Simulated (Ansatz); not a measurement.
Consider the following.

End structure of a constructed model of the (111) surface of fcc Au, a pseudomorphic layer of Hf in the host's stacking (bottom of the slab: a bare face, its two planes held):

```yaml
crystal:
  lattice:
    - [2.93959, 0.00000, 0.00000]
    - [-1.46980, 2.54576, 0.00000]
    - [0.00000, 0.00000, 31.00000]
  atoms:
    - { symbol: Au, position: [0.33333, 0.66667, 0.26211] }
    - { symbol: Au, position: [0.66667, 0.33333, 0.33954] }
    - { symbol: Au, position: [0.00000, 0.00000, 0.41672] }
    - { symbol: Au, position: [0.33333, 0.66667, 0.49423] }
    - { symbol: Au, position: [0.66667, 0.33333, 0.57255] }
    - { symbol: Au, position: [0.00000, 0.00000, 0.65172] }
    - { symbol: Hf, position: [0.33333, 0.66667, 0.72839] }
```

Slab: 7 atoms, 14.7 Å thick at the start; k 15x15x1, smearing 0.1 eV, dipole-corrected; 2 atoms held, the rest relaxed; symmetry of the start imposed; no spin, no spin-orbit, no U. In PBE it is, or lies within 0.01 eV a 1x1 cell of, the lowest of the 2 structures of its composition computed so far; larger cells were not tried.

### Question
Predict the work function of the top face from PBE (Ansatz, an electronic-structure program).

### Answer
4.39 eV
